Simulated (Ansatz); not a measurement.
This Ansatz (a first-principles code) input is the reference run, ScAl$_{3}$ in the Cu3Au type structure (space group Pm-3m, No. 221), computed with PBE/PAW in Ansatz, without spin-orbit coupling:

Ansatz 0.2 input:
```yaml
crystal:
  lattice:
    - [4.1055041537, 0, 0]
    - [0, 4.1055041537, 0]
    - [0, 0, 4.1055041537]
  atoms:
    - { symbol: Sc, position: [0, 0, 0] }
    - { symbol: Al, position: [0, 0.5, 0.5] }
    - { symbol: Al, position: [0.5, 0, 0.5] }
    - { symbol: Al, position: [0.5, 0.5, 0] }
basis: { ecutwfc: 420, ecutrho_ratio: 4, xc_grid: 2, fft_grid_basis: typed }
kpoints: { mp_grid: { grid: [11, 11, 11] } }
hamiltonian:
  xc: pbe
  dispersion: none
  pseudopotentials: { kind: paw }
scf: { occupations: { method: fermi_dirac, width: 0.05 }, convergence: { dr2_threshold: 0.0000000004 } }
output: { forces: true, stress: true }
checkpoint: { write: state.ck, write_every: 1000 }
```

Task: Write the input for this change: cell and atoms relaxed at a pressure of 0.9 GPa.

Result: 
Ansatz 0.2 input:
```yaml
crystal:
  lattice:
    - [4.1055041537, 0, 0]
    - [0, 4.1055041537, 0]
    - [0, 0, 4.1055041537]
  atoms:
    - { symbol: Sc, position: [0, 0, 0] }
    - { symbol: Al, position: [0, 0.5, 0.5] }
    - { symbol: Al, position: [0.5, 0, 0.5] }
    - { symbol: Al, position: [0.5, 0.5, 0] }
basis: { ecutwfc: 420, ecutrho_ratio: 4, xc_grid: 2, fft_grid_basis: typed }
kpoints: { mp_grid: { grid: [11, 11, 11] } }
hamiltonian:
  xc: pbe
  dispersion: none
  pseudopotentials: { kind: paw }
scf: { occupations: { method: fermi_dirac, width: 0.05 } }
relax: { f_tol: 0.01, max_steps: 60, cell: { stress_tol: 0.02, p_target: 0.9 } }
output: { forces: true, stress: true }
checkpoint: { write: state.ck, write_every: 1000 }
```
This is the input that was run.

Load acts through the strain it causes; cell and atoms are relaxed under it. Whether these cells are dynamically stable was not tested. The final runs are not spin-polarised.
